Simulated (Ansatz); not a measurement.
Here is the system:

```
ZrS2
1.0
    3.68551     0.00000     0.00000
   -1.84275     3.19174     0.00000
    0.00000     0.00000    18.94732
Zr S
1 2
Direct
  0.00000   0.00000   0.50000
  0.33333   0.66667   0.57643
  0.66667   0.33333   0.42357
```

Method: PBE, rigid bands (plane waves, PAW, scalar-relativistic; Ansatz, a quantum-chemistry and plane-wave program). Cell: cell and atoms relaxed with PBE.

Question: What conductivity effective mass do dilute holes have at 300 K?

Answer: 0.33 mₑ.

Question: Predict the electron conductivity mass (n e² τ/σ) at 300 K, by direction if it differs.

Answer: 0.53 mₑ.

Question: And the band gap?

Answer: 1.20 eV at this level; semilocal functionals usually fall short of the measured gap.

Rigid bands, one relaxation time for all states, no polarons. Spin-orbit coupling is left out; where it splits the top of the valence band it changes the hole mass and lowers the gap by about a third of the splitting.

Model free-standing layer, not matched to a measured one here: monolayer ZrS2.
